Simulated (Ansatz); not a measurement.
Ansatz (a first-principles code) run on BaCuTeF (P4mm, 8 atoms in the cell): relaxation of the atoms.

Computed with LDA (PW92), default PAW files made with PBE (plane waves; Ansatz).

The change in words: one atom moved by 0.15 angstrom; relax: default → atoms; relax.f_tol: default → 0.001 eV/Å. Reference geometry:
```
CELL_PARAMETERS angstrom
      4.42657     0.00000     0.00000
      0.00000     4.42657     0.00000
      0.00000     0.00000     9.47902
ATOMIC_POSITIONS crystal
  Ba 0.00000 0.50000 0.65883
  Ba 0.50000 0.00000 0.34117
  Cu 0.00000 0.00000 0.00000
  Cu 0.50000 0.50000 0.00000
  Te 0.50000 0.00000 0.84088
  Te 0.00000 0.50000 0.15912
  F  0.50000 0.50000 0.50000
  F  0.00000 0.00000 0.50000
```

Reference input (self-consistent single point, DFT, LDA (PW92), plane waves, default PAW files made with PBE): basis.ecutwfc = 30.9 Ry; kpoints.mp_grid.grid = 6 6 3; hamiltonian.xc = lda; hamiltonian.pseudopotentials = {kind: paw} (the program's default PAW files); scf.occupations.method = fermi_dirac; scf.occupations.width = 0.0007 Ry. This run's input differs from it in these lines:

```diff
@@ -6,3 +6,3 @@
   atoms:
-    - { symbol: Ba, position: [0.000000, 0.500000, 0.658830] }
+    - { symbol: Ba, position: [0.000000, 0.500000, 0.674654] }
     - { symbol: Ba, position: [0.500000, 0.000000, 0.341170] }
@@ -23,2 +23,4 @@
   occupations: { method: fermi_dirac, width: 0.0007 Ry }
+relax:
+  f_tol: 0.001
 output:
```

Output (repeated stretches shortened):

```
   [... SCF lines of the steps left out ...]
relax step   1: F+E_penalty+E_count = -39922.27535886 eV  Δ(F+E_penalty+E_count) = +0.000e0 eV  max|allowed force component| = 9.815e-1 eV/Å  Δτ_max = 0.0000 Å  (9 SCF iters, dr2 threshold 1.00e-7 eV, accepted)
relax step   2: F+E_penalty+E_count = -39922.37706947 eV  Δ(F+E_penalty+E_count) = -1.017e-1 eV  max|allowed force component| = 4.216e-1 eV/Å  Δτ_max = 0.1950 Å  (7 SCF iters, dr2 threshold 6.02e-5 eV, accepted)
   [... lines left out ...]
relax step   5: F+E_penalty+E_count = -39922.39964265 eV  Δ(F+E_penalty+E_count) = -5.643e-4 eV  max|allowed force component| = 1.908e-3 eV/Å  Δτ_max = 0.0119 Å  (5 SCF iters, dr2 threshold 3.40e-7 eV, accepted)
relax step   6: F+E_penalty+E_count = -39922.39964267 eV  Δ(F+E_penalty+E_count) = -2.804e-8 eV  max|allowed force component| = 1.830e-3 eV/Å  Δτ_max = 0.0000 Å  (5 SCF iters, accepted)
relax step   7: F+E_penalty+E_count = -39922.39964315 eV  Δ(F+E_penalty+E_count) = -4.735e-7 eV  max|allowed force component| = 4.859e-5 eV/Å  Δτ_max = 0.0003 Å  (5 SCF iters, accepted)
the relaxation is at rest under the 8 symmetry operations that the run kept from its start: a minimum is not shown …
Stability not checked: this state was not tested for a lower state beside it, because too few of the mixer's solves of this state at the end of the SCF gave a …
Free energy (F): -39922.399643 eV
Internal energy: -39922.399643 eV  (E = F + TS)
E sigma→0 (E₀):  -39922.399643 eV
Fermi energy:    10.200294 eV
--- Forces (eV/Å), atoms counted from 1 ---
  atom   1  Ba     0.00000000     0.00000000     0.00001743
  atom   2  Ba    -0.00000000     0.00000000    -0.00002585
   [... lines left out ...]
    - { symbol: Cu, position: [3.2291422529335415e-36, 0.0, 0.001976552739995557] }
    - { symbol: Cu, position: [0.5, 0.5, 0.001976552739995557] }
    - { symbol: Te, position: [0.5, 0.0, 0.8462864084069848] }
    - { symbol: Te, position: [3.2291422529335415e-36, 0.5, 0.15766822411681183] }
    - { symbol: F, position: [0.5, 0.5, 0.501979269392515] }
    - { symbol: F, position: [1.0027336469635735e-35, 0.0, 0.501979269392515] }
```

The run converged. 

Summary of the result:
```
Item                                                       Value
------------------------------------------------  --------------
Free energy E − TS (on the zero of these files)   -39922.3996 eV
Top of the valence band (on the code's own zero)         9.77 eV
Gap on the k-point mesh                                  0.85 eV
Pressure                                               -4.50 GPa
Relaxation steps                                               7
```

The starting cell comes from a database of computed structures (which also holds hypothetical and non-ambient phases and stackings), without a prior relaxation at this level. Its lattice was rescaled by up to half a per cent. For this run, on top of that: one atom moved by 0.15 angstrom. Spin-orbit coupling is off. The relaxation keeps the symmetry of its start, so its end need not be a minimum. Ansatz's pressure includes its estimate of the finite-basis (Pulay) stress.

Cost on one core of a shared machine: roughly 3 min.

Keys are those of Ansatz 0.2.
